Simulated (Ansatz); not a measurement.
ZnIn2O4 (Fd-3m), PBEsol, rigid bands (Ansatz, an electronic-structure program): N_c = 2.02e18 cm⁻³ at 300 K and an electron conductivity mass of 0.189 mₑ.

### Question
For 1e16 electrons per cm³ at 300 K, place the Fermi level, estimate the Seebeck coefficient of a parabolic band with constant τ, and give mobility and conductivity for τ = 50 fs.

### Answer
The level lies k_BT ln(N_c/n) = 0.137 eV below the conduction-band minimum. S ≈ −(k_B/e)[ln(N_c/n) + 5/2] = -673 μV/K, against -670 μV/K from the full bands (mean over directions). μ = eτ/m = 465 cm²/(V·s) and σ = neμ = 0.745 S/cm. τ is assumed, not computed.

Band transport and this doping are assumed; polarons and phonon drag are left out. Spin-orbit coupling is left out.

Computed structure with no diffraction record at hand here (it may be known, metastable or hypothetical): ZnIn2O4 (Fd-3m).
